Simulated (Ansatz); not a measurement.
Consider NbAs in the CsCl type structure (space group Pm-3m, No. 221; a = 3.218 Å; a hypothetical phase, not in the database extracts checked). Axes: x, y, z lie along the cube axes.

The values are results of PBE (Ansatz, a program for electronic structure), scalar-relativistic without spin-orbit coupling, not measurements.

Base values:

* **Shortest interatomic distance**: 2.787 Å
* **Band gap**: zero

The change: a free-standing slab of 2 layers (4 atoms, 2 a layer) is cut normal to [110], with 15 Å of vacuum and the in-plane cell held at bulk.

Estimate the effect on the excess energy per area of both faces.

The excess energy per area of both faces (slab less bulk energy over the cell's area: twice a surface energy) amounts to 1.34 J/m² (uncertain by up to 0.04 J/m²).

How does this affect the shortest interatomic distance?

The shortest interatomic distance falls by 0.124 Å (2.787 Å → 2.663 Å).

Estimate the effect on the band gap.

The band gap is still zero.

The excess energy carries the mismatch between the slab's and the bulk's meshes. No phonon test of stability was made. The final runs are not spin-polarised.
